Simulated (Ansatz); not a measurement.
**Effect of uniaxial strain ε_zz = +1.00 % on InP**

Take InP in the zinc blende structure (space group F-43m, No. 216; a = 5.907 Å) as the base. Axes: x, y, z lie along the cube axes.

The change: uniaxial strain ε_zz = +1.00 %, all other strain components held at zero; the atoms relax in the strained cell.

Computed with r2SCAN (Ansatz, a first-principles code; PAW; 500 eV plane waves; no spin-orbit coupling). Settings: 10×10×10 k-points, 0.05 eV Fermi–Dirac smearing.

```json
[
 {"quantity": "volume per atom", "base": "25.76 Å³", "changed": "26.02 Å³", "shift": "+0.26 Å³"},
 {"quantity": "space group", "base": "F-43m (No. 216)", "changed": "I-4m2 (No. 119)", "shift": "–"},
 {"quantity": "shortest interatomic distance", "base": "2.558 Å", "changed": "2.566 Å", "shift": "+0.0086 Å"},
 {"quantity": "energy relative to the base (free energy F)", "base": "0 meV/atom", "changed": "+0.8 meV/atom", "shift": "+0.8 meV/atom"},
 {"quantity": "pressure (mean of the normal stresses, compression positive)", "base": "0.0 kbar", "changed": "-6.7 kbar", "shift": "-6.7 kbar"},
 {"quantity": "band gap", "base": "1.03 eV", "changed": "0.95 eV", "shift": "-0.075 eV"},
 {"quantity": "gap character", "base": "direct at Γ", "changed": "direct at Γ", "shift": "–"},
 {"quantity": "electron mass", "base": "0.074 mₑ (at Γ)", "changed": "0.070 mₑ (at Γ)", "shift": "–"},
 {"quantity": "valence-band top at Γ (three highest levels, from the VBM)", "base": "0.00, 0.00, 0.00 eV", "changed": "0.00, 0.00, -0.05 eV", "shift": "–"},
 {"quantity": "valley order (the lowest conduction-band minima on the path, energy above the VBM, named in the base's zone)", "base": "Γ 1.03 eV; L along ⟨111⟩ 1.80 eV; X along ⟨100⟩ 2.04 eV", "changed": "Γ 0.95 eV; L along [111] 1.75 eV; X along [010] 2.02 eV; X along [001] 2.08 eV", "shift": "–"},
 {"quantity": "stress (xx, yy, zz, yz, xz, xy; compression positive)", "base": "–", "changed": "(-0.52, -0.52, -0.97, 0.00, 0.00, 0.00) GPa", "shift": "–"}
]
```

Final structure:

```xyz
2
Lattice="0.0000 2.9535 2.9830 2.9535 0.0000 2.9830 2.9535 2.9535 0.0000" Properties=species:S:1:pos:R:3 pbc="T T T"
In     0.0000     0.0000     0.0000
P      1.4767     1.4767     1.4915
```

Effective masses come from finite differences of ±0.01 Å⁻¹. Stability against distortions was not tested. k-point labels follow each cell's own Brillouin zone.
